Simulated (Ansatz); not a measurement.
A calculation on CsCl-type CoGa returned lattice constant a 2.850 Å, formation enthalpy -0.335 eV/atom.

For reference: lattice constant a 2.878 Å (measured, temperature not stated, copied from a table, unchecked, not corrected to a static lattice; as tabulated in Monatshefte fuer Chemie und verwandte Teile anderer Wissenschaften 123, 509 (1992)).

Question: Which level of theory produced these numbers?
(A) r²SCAN (Ansatz, a quantum-chemistry and plane-wave program)
(B) PBE-D3(BJ) (Ansatz)
(C) HSE06 (Ansatz)
(D) LDA (Ansatz)

Answer: B, PBE-D3(BJ) (Ansatz)

The others give: r²SCAN 2.844 Å, -0.175 eV/atom; HSE06 2.839 Å, -0.117 eV/atom; LDA 2.810 Å, -0.376 eV/atom.

Unless a cell is named, each level is at its own relaxed cell (HSE06 11.44, LDA 11.09, PBE-D3(BJ) 11.58, r²SCAN 11.50 Å³/atom).

The crystal itself was run without spin with r²SCAN, HSE06, LDA, PBE-D3(BJ); a magnetic state was not tried in these runs.

Caveats: exact exchange on metals is sensitive to the k mesh and can open a false gap (HSE06). Ansatz's density-functional and Hartree–Fock values are scalar-relativistic unless marked +SOC, with PAW data made under PBE.
